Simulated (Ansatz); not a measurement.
The parent structure is WSi₂ (space group I4/mmm, No. 139; a = 3.185 Å, c = 7.773 Å; relaxed with 0.1 eV smearing).

Level of theory: LDA/PAW in Ansatz (a quantum-chemistry and plane-wave program), scalar-relativistic without spin-orbit coupling.

For the base:

The pressure is 0.0 GPa.

Perturbation: an isotropic linear strain of −2.00 %; the atoms relax in the strained cell.

Problem. What happens to the pressure?

Solution. The pressure (mean of the normal stresses, compression positive) goes from zero to 16.5 GPa.

Problem. How does this affect the energy relative to the base?

Solution. The energy goes up by 38 meV/atom.

Stability against distortions was not tested. All final runs are without spin polarisation.
